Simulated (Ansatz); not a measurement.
**What biaxial strain −0.50 %, plane normal [001], relaxed out of plane does to CdTe**

The parent structure is CdTe in the zinc blende structure (space group F-43m, No. 216; a = 6.409 Å). Axes: x, y, z lie along the cube axes.

Perturbation: compressive biaxial strain of 0.50 % in the plane normal to [001], as in epitaxy on a mismatched substrate; the out-of-plane cell vector and the atoms relax.

Computed with Ansatz (a program for electronic structure), LDA, PAW, cutoff 420 eV, scalar-relativistic without spin-orbit coupling. Γ-centred 9×9×9 mesh, Fermi–Dirac width 0.05 eV.

```tsv
quantity	base	changed	shift
volume per atom	32.90 Å³	32.80 Å³	-0.10 Å³
space group	F-43m (No. 216)	I-4m2 (No. 119)	–
shortest interatomic distance	2.775 Å	2.772 Å	-0.003 Å
energy relative to the base (free energy F)	0 meV/atom	+0.2 meV/atom	+0.2 meV/atom
pressure (mean of the normal stresses, compression positive)	0.00 GPa	0.14 GPa	+0.14 GPa
band gap	0.61 eV	0.61 eV	-0.005 eV
gap character	direct at Γ	direct at Γ	–
valence-band top at Γ (three highest levels, from the VBM)	0.00, 0.00, 0.00 eV	0.00, 0.00, -0.04 eV	–
valley order (the lowest conduction-band minima on the path, energy above the VBM, named in the base's zone)	Γ 0.61 eV; L along ⟨111⟩ 1.68 eV	Γ 0.61 eV; L along [111] 1.66 eV	–
out-of-plane strain	–	+0.70 %	–
mean in-plane stress (compression positive)	–	+0.2 GPa	–
```

Spin-orbit coupling, missing from the scalar runs, can matter with Te. No phonon test of stability was made. k-point labels follow each cell's own Brillouin zone.
